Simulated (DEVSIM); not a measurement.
Structure: Pt/TiO2/p-In0.53Ga0.47As capacitor, at 250 K.

Layer 1 from the left is TiO2, thickness (nm) 7.20. Layer 2 from the left is In0.53Ga0.47As, thickness (nm) 5400, Na (cm⁻³) 1.1e16.

Metal gate on the left, work function 5.6 eV. Fixed charge at the semiconductor interface 4.5e11 cm⁻² (in units of +e); no interface traps.

Constants are typed, rounded textbook-type inputs, not results; the design itself was drawn at random and stands for no fabricated device. Values at 300 K; Nc and Nv go as T^1.5, mobilities as T to minus their exponent, the gap by Varshni's rule with the affinity fixed.

TiO2: gap (eV) 3.2, affinity (eV) 3.9, permittivity 60. In0.53Ga0.47As: gap (eV) 0.74, affinity (eV) 4.51, permittivity 13.9, Nc (cm⁻³) 2.1e17, Nv (cm⁻³) 7.7e18, Varshni α (eV/K) 0.00035, Varshni β (K) 190.

Question: Estimate by hand the flat-band voltage, the threshold voltage, and compare with a numerical solution.

Answer: 
- Flat-band voltage: C = 7.38 μF/cm², work-function difference 0.471 V; VFB = φms − qNf/C = 0.46 V; numerical 0.46 V.
- Threshold voltage: φF = 0.281 V, depletion charge √(4εqNφF) = 4.94e-8 C/cm²; VT = VFB + 2φF + Qd/C = 1.03 V; numerical 1.03 V.

DEVSIM, 1D Poisson equation in equilibrium, Boltzmann statistics, complete ionisation; no quantum confinement or tunnelling. Metal contacts follow the ideal Schottky-Mott rule: no Fermi-level pinning, no interface dipoles.
